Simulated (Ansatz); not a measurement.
Ansatz (a first-principles code) run on Ba2PdO3 (Immm, 6 atoms in the cell): self-consistent single point.

Level of theory: PBEsol, PAW files made with PBE (plane waves; Ansatz).

The change in words: lattice scaled by 0.98. Reference geometry:
```
CELL_PARAMETERS angstrom
     -1.93974     2.05751     6.68574
      1.93974    -2.05751     6.68574
      1.93974     2.05751    -6.68574
ATOMIC_POSITIONS crystal
  Ba 0.64529 0.64529 0.00000
  Ba 0.35471 0.35471 0.00000
  Pd 0.00000 0.00000 0.00000
  O  0.84579 0.84579 0.00000
  O  0.15421 0.15421 0.00000
  O  0.50000 0.00000 0.50000
```

Reference input (self-consistent single point, DFT, PBEsol, plane waves, PAW files made with PBE): kpoints.mp_grid.grid = 6 6 6; hamiltonian.xc = pbesol; hamiltonian.pseudopotentials = {kind: paw} (the program's default PAW files); scf.occupations.method = fermi_dirac; scf.occupations.width = 0.1 eV. This run's input differs from it in these lines:

```diff
@@ -2,5 +2,5 @@
   lattice:
-    - [-1.93974000, 2.05751000, 6.68574500]
-    - [1.93974000, -2.05751000, 6.68574500]
-    - [1.93974000, 2.05751000, -6.68574500]
+    - [-1.90094500, 2.01636000, 6.55203000]
+    - [1.90094500, -2.01636000, 6.55203000]
+    - [1.90094500, 2.01636000, -6.55203000]
   atoms:
```

Output, abridged:

```
SCF iter   1: F=—  HF=-20337.907330 eV  |F-HF|=—  |Δ(HF+E_count)|=         —  Δρ=3.17e-1  dr2=2.59e2  ethr=3.10e-3  ⟨swp⟩=9.8  Hψ=8349  notcnv=0
all-band conjugate gradients solve this SCF's bands
preconditioner: auto → Kerker (q_TF=auto, 2.475 Å⁻¹)
SCF iter   2: F=—  HF=-20324.081759 eV  |F-HF|=—  |Δ(HF+E_count)|=    1.38e1  Δρ=1.24e-1  dr2=3.72e1  ethr=3.10e-3  ⟨swp⟩=6.0  Hψ=4844  notcnv=0  defer=4
   [... lines left out ...]
SCF iter  10: F=—  HF=-20319.419517 eV  |F-HF|=—  |Δ(HF+E_count)|=   1.46e-4  Δρ=1.22e-4  dr2=2.86e-5  ethr=1.35e-6  ⟨swp⟩=2.5  Hψ=2158  notcnv=0  defer=12
SCF iter  11: F=—  HF=-20319.419534 eV  |F-HF|=—  |Δ(HF+E_count)|=   1.69e-5  Δρ=3.09e-5  dr2=9.32e-7  ethr=5.12e-8  ⟨swp⟩=2.0  Hψ=2165  notcnv=0  defer=17
SCF iter  12: F=—  HF=-20319.419534 eV  |F-HF|=—  |Δ(HF+E_count)|=   4.97e-8  Δρ=9.69e-6  dr2=1.10e-7  ethr=1.66e-9  ⟨swp⟩=2.0  Hψ=2511  notcnv=0  defer=18
SCF iter  13: F=-20319.419534 eV  HF=-20319.419534 eV  |F-HF|=2.62e-9  |Δ(HF+E_count)|=   5.50e-9  Δρ=3.14e-6  dr2=1.12e-8  ethr=1.79e-10  ⟨swp⟩=11.0  Hψ=7911  notcnv=0
SCF 1 converged in 13 iterations: F = -20319.419534 eV  dr2 = 1.12e-8
Free energy (F): -20319.419534 eV
Internal energy: -20319.385619 eV  (E = F + TS)
E sigma→0 (E₀):  -20319.402576 eV
Entropy (-TS):   -0.033915 eV (-5.653 meV/atom)
Fermi energy:    11.419395 eV
--- Forces (eV/Å), atoms counted from 1 ---
  atom   1  Ba     0.00000000     0.00000000     0.04309374
  atom   2  Ba     0.00000000     0.00000000    -0.04309374
  atom   3  Pd     0.00000000     0.00000000     0.00000000
  atom   4  O      0.00000000     0.00000000    -0.30232354
  atom   5  O      0.00000000     0.00000000     0.30232354
  atom   6  O      0.00000000     0.00000000     0.00000000
--- Stress (GPa, compression-positive) ---
        0.905465       0.000000       0.000000
        0.000000       2.590509       0.000000
        0.000000       0.000000       2.534579
  P = ⅓ Tr σ = 2.0102 GPa (20.102 kbar)
  The stress holds the Pulay correction. Without it, at fixed plane waves, as pw.x and ABINIT print it: P = 1.7148 GPa
```

The run converged in 13 iterations. Against the reference run the free energy drops by 8.0 meV/atom, the pressure goes from -4.08 to 2.01 GPa and the largest force goes from 0.061 to 0.302 eV/Å.

The starting cell comes from a database of computed structures (which also holds hypothetical and non-ambient phases and stackings), without a prior relaxation at this level. For this run, on top of that: lattice scaled by 0.98. Spin polarisation is off. Ansatz's pressure includes its estimate of the finite-basis (Pulay) stress.

Keys are those of Ansatz 0.2.
